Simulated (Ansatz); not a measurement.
Base system: SiGe in the wurtzite structure (space group P6_3mc, No. 186; a = 3.9004 Å, c = 6.4434 Å; a model cell, its experimental status unchecked).

Levels (all Ansatz, an electronic-structure program, PAW, earlier PAW set): PBEsol (420 eV, without spin-orbit coupling); HSE06 (420 eV, scalar-relativistic without spin-orbit coupling).

The geometry is relaxed with PBEsol.

* **PBEsol band gap**: 0.35 eV

Task: What does HSE06 give at this geometry for the band gap?

Result: The band gap goes up by 0.62 eV, from 0.35 eV to 0.97 eV.

Single points use the geometry relaxed with PBEsol. The hybrid gap comes from the SCF mesh plus the semilocal run's edge points and a few special points and is an upper bound. No phonon test of stability was made.
